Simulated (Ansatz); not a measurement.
The starting structures come from a database of crystals and need not be the phases stable at ambient conditions.

 Where the default PAW files enter, the runs use the earlier of Ansatz's two default sets.

Tunnelling through a barrier is set by its complex band structure: the current falls as exp(−2κd) with the smallest κ.

Here is the system:

```yaml
crystal:
  lattice:
    - [3.91767, 0.00000, 0.00000]
    - [0.00000, 3.95164, 0.00000]
    - [0.00000, 0.00000, 13.29807]
  atoms:
    - { symbol: Ta, position: [0.00000, 0.02271, 0.14580] }
    - { symbol: Ta, position: [0.00000, 0.02271, 0.85420] }
    - { symbol: Ta, position: [0.50000, 0.97729, 0.35420] }
    - { symbol: Ta, position: [0.50000, 0.97729, 0.64580] }
    - { symbol: O, position: [0.50000, 0.00206, 0.18523] }
    - { symbol: O, position: [0.50000, 0.00206, 0.81477] }
    - { symbol: O, position: [0.00000, 0.99794, 0.31477] }
    - { symbol: O, position: [0.00000, 0.99794, 0.68523] }
    - { symbol: O, position: [0.00000, 0.50765, 0.85107] }
    - { symbol: O, position: [0.00000, 0.50765, 0.14893] }
    - { symbol: O, position: [0.50000, 0.49235, 0.64893] }
    - { symbol: O, position: [0.50000, 0.49235, 0.35107] }
    - { symbol: O, position: [0.50000, 0.99500, 0.50000] }
    - { symbol: O, position: [0.00000, 0.00500, 0.00000] }
```

Space group of this cell: Pmmn. The cell is strained (all lengths scaled by 1.02); by r2SCAN its mean pressure is -13.5 GPa.

Transport runs along the normal of the first two printed cell vectors.

No gap correction and no spin-orbit coupling; mid-gap values are interpolated between computed energies.

Predict the band gap and the smallest decay constant κ at mid-gap from r2SCAN run with Ansatz (a first-principles code).

Gap 2.63 eV on a 8×8×4 mesh; κ = 0.346 1/Å, at (0.500, 0.500) of the in-plane reciprocal vectors. At the zone centre, at the nearest computed energy, the slowest state has κ = 0.49 1/Å.
